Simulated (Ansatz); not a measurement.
Where the default PAW files enter, the runs use the earlier of Ansatz's two default sets.

The decay constant κ of evanescent states in the gap governs leakage through a thin film.

Data:

```
CELL_PARAMETERS angstrom
      5.15399     0.00000     0.00000
      0.00000     5.22811     0.00000
      0.87387     0.00000     5.25757
ATOMIC_POSITIONS crystal
  Zr 0.27631 0.04215 0.79040
  Zr 0.72369 0.95785 0.20960
  Zr 0.72369 0.54215 0.70960
  Zr 0.27631 0.45785 0.29040
  O  0.93079 0.83371 0.84383
  O  0.06921 0.16629 0.15617
  O  0.06921 0.33371 0.65617
  O  0.93079 0.66629 0.34383
  O  0.44930 0.74258 0.02140
  O  0.55070 0.25742 0.97860
  O  0.55070 0.24258 0.47860
  O  0.44930 0.75742 0.52140
```

Space group of this cell: P2_1/c. The cell is taken as given; by PBEsol its mean pressure is -3.2 GPa.

Transport runs along the normal of the first two printed cell vectors.

The gap is the functional's own, uncorrected, and κ follows it; spin-orbit coupling is left out. Mid-gap values are interpolated between the computed energies.

**Question.** Give the band gap and the smallest decay constant κ at mid-gap that PBEsol (Ansatz, a first-principles code) yields.

**Answer.** Gap 3.58 eV on a 6×6×6 mesh; κ = 0.439 1/Å, at the zone centre.
